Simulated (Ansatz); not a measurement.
Consider Sb (space group R-3m, No. 166; a = 4.3263 Å, c = 11.3390 Å (hexagonal axes); layered; relaxed with 0.1 eV smearing).

The values are results of DFT with r2SCAN+rVV10, PAW potentials and a 500 eV plane-wave cutoff in Ansatz (a quantum-chemistry and plane-wave program), scalar-relativistic without spin-orbit coupling, not measurements.

Strains are applied to the cell and any free atomic positions relax.

One change was made to it. Results:

```json
[
 {"quantity": "pressure (mean of the normal stresses, compression positive)", "base": "0.0 GPa", "after": "-0.5 GPa"},
 {"quantity": "energy relative to the base (free energy F)", "base": "0 meV/atom", "after": "+0.7 meV/atom"}
]
```

Q: What was done to the base?
A) isotropic strain +2.83 %
B) isotropic strain +0.43 %
C) isotropic strain +3.51 %

A: B, isotropic strain +0.43 %. For comparison, the energy relative to the base in the other runs: isotropic strain +2.83 % gives +27 meV/atom; isotropic strain +3.51 % gives +40 meV/atom.

No phonon test of stability was made.
